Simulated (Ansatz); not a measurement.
Consider MoP (space group P-6m2, No. 187; a = 3.2416 Å, c = 3.1941 Å).

Level of theory: PBE/PAW in Ansatz (an electronic-structure program), scalar-relativistic without spin-orbit coupling.

Base values:

- Pressure: 0.0 GPa

Now apply this change: an isotropic linear strain of −3.00 %, atoms relaxed at fixed cell.

### Question
What happens to the pressure?

### Answer
The pressure (mean of the normal stresses, compression positive) goes from zero to 24.9 GPa.

### Question
Predict the new energy relative to the base.

### Answer
The energy grows by 91 meV/atom.

No phonon test of stability was made. All final runs are without spin polarisation. An odd electron count without spin: MoP.
